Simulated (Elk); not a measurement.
**Effort and miss along a sweep of ngridk: Cu (Fm-3m, 1 atom in the cell)**

```yaml
crystal:
  lattice:
    - [0.00000, 1.77083, 1.77083]
    - [1.77083, 0.00000, 1.77083]
    - [1.77083, 1.77083, 0.00000]
  atoms:
    - { symbol: Cu, position: [0.00000, 0.00000, 0.00000] }
```

Method of the run: PBE, all-electron FP-LAPW, Elk's shipped species files, APW+lo basis with extra local orbitals (Elk 10.2.4).

Base settings: xctype = 20; rgkmax = 8; stype = 1; swidth = 0.00499791 Ha; ngridk = 11 11 11; vkloff = 0.5 0.5 0.5; gmaxvr = 14 1/bohr; nxlo = 2; lorbcnd = true; rmtscf = 0.92.

Misses are taken against the tightest run, 39 39 39, which need not be fully converged itself. The energy is the total energy (no entropy term) per atom.

Core times come from one kind of shared machine and are given to one figure; runs under 30 s give none.

The starting cell comes from a database of computed structures (which also holds hypothetical and non-ambient phases and stackings), without a prior relaxation at this level. Its lattice was rescaled by a random factor within 2.5 % of one. Spin polarisation is off. Values depend on the basis (sphere radii, cutoffs, local orbitals), which need not be converged.

The runs (ngridk): 2 2 2 | 3 3 3 | 4 4 4 | 5 5 5 | 6 6 6 | 7 7 7 | 9 9 9 | 11 11 11 | 13 13 13 | 15 15 15 | 18 18 18 | 21 21 21 | 25 25 25 | 31 31 31 | 39 39 39.

Task: Which is the coarsest setting among those run that, with all tighter ones, holds the energy within 20 meV/atom of the reference, and what does it save?

Result: 5 5 5, off by 9.2 meV/atom; it ran in under 30 s, against roughly 200 s for the reference.

Task: Which is the coarsest setting among those run that, with all tighter ones, holds the energy within 5 meV/atom of the reference, and what does it save?

Result: 9 9 9, off by 4.5 meV/atom; it ran in under 30 s, against roughly 200 s for the reference.

```csv
ngridk,energy less reference (meV/atom),core time / reference (rough)
2 2 2,715.82,–
3 3 3,26.03,–
4 4 4,76.21,–
5 5 5,9.17,–
6 6 6,11.40,–
7 7 7,5.94,–
9 9 9,4.48,–
11 11 11,-2.07,–
13 13 13,-1.28,–
15 15 15,-0.36,–
18 18 18,-0.20,–
21 21 21,0.12,0.2
25 25 25,0.32,0.3
31 31 31,0.05,0.5
39 39 39,0.00,1
```
